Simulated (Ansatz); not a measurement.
Start from NaF in the rock salt structure (space group Fm-3m, No. 225).

```xyz
2
Lattice="0.0000 2.3506 2.3506 2.3506 0.0000 2.3506 2.3506 2.3506 0.0000" Properties=species:S:1:pos:R:3 pbc="T T T"
Na     0.0000     0.0000     0.0000
F      2.3506     2.3506     2.3506
```

The values are results of Ansatz (a first-principles code), PBE, PAW, cutoff 420 eV, no SOC, not measurements.

Before the change:

| Item | Value |
|---|---|
| Electron mass | 0.56 mₑ (at Γ) |
| Volume per atom | 12.99 Å³ |
| Band gap | 6.09 eV |

Now apply this change: hydrostatic tension (pressure −1 GPa).

Estimate the effect on the electron mass.

The electron mass becomes 0.57 mₑ (at Γ) (base: 0.56 mₑ (at Γ)).

What does the calculation give for the volume per atom after the change?

The volume per atom goes up by 0.31 Å³ to 13.30 Å³.

Predict the new band gap.

The band gap shrinks by 0.12 eV to 5.97 eV.

Load acts through the strain it causes; cell and atoms are relaxed under it. Effective masses come from finite differences of ±0.01 Å⁻¹. Whether these cells are dynamically stable was not tested.
